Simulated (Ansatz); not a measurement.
**How the smallest direct gap on the k points sampled of SrTaNO₂ (Pm, No. 6, 15 atoms in the cell; start mp-754505) moves with the method**

No measured value is used here.

```
level (code)                                 value (eV)
-------------------------------------------  ----------
LDA (Ansatz)                                 (withheld)
PBEsol (Ansatz)                                    1.05
dielectric-dependent PBEsol hybrid (Ansatz)        2.00
HSE06 (Ansatz)                                     2.09
PBE0 (Ansatz)                                      2.81
```

What belongs in the gaps?


- LDA (Ansatz, a program for electronic structure), value (eV): 1.00

At these levels the smallest gap is indirect and lower: LDA 0.92, PBEsol 0.97, dielectric-dependent PBEsol hybrid 1.93, HSE06 2.03, PBE0 2.74 eV. Computed values are for a static lattice. Levels without +SOC have no spin–orbit coupling; where heavier elements are present it shifts gaps, mostly down, and can invert bands.  Values are at the PBEsol cell. Cutoffs and k meshes differ between the levels. Ansatz's density-functional and Hartree–Fock values are scalar-relativistic unless marked +SOC, with PAW data made under PBE.

A start named mp-… is a Materials Project structure, which need not be a measured phase.
